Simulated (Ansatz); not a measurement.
**Effect of biaxial strain +1.50 %, plane normal [001], relaxed out of plane on Cd**

Base system: Cd in the hcp (Mg type) structure (space group P6_3/mmc, No. 194; a = 3.029 Å, c = 5.759 Å; relaxed with 0.1 eV smearing). Axes: x lies along a and z along c of the hexagonal cell.

One thing is altered: tensile biaxial strain of 1.50 % in the plane normal to [001], as in epitaxy on a mismatched substrate; the out-of-plane cell vector and the atoms relax.

Level of theory: DFT with PBE, PAW potentials and a 420 eV plane-wave cutoff in Ansatz (a program for electronic structure), no SOC. Settings: 22×22×10 k-points, 0.1 eV Fermi–Dirac smearing.

* **Space group**: P6_3/mmc (No. 194) (base P6_3/mmc (No. 194))
* **Shortest interatomic distance**: 3.075 Å (base 3.029 Å)
* **Band gap**: zero (base zero)
* **Out-of-plane strain**: -2.46 %
* **Mean in-plane stress (compression positive)**: -0.8 GPa

Final structure (turned so that z lies along the plane normal):

```
Cd
1.0
    3.07488     0.00000     0.00000
    1.53744     2.66292     0.00000
    0.00000     0.00000     5.61715
Cd
2
Cartesian
  3.07488   1.77528   4.21286
  1.53744   0.88764   1.40429
```

Whether these cells are dynamically stable was not tested.
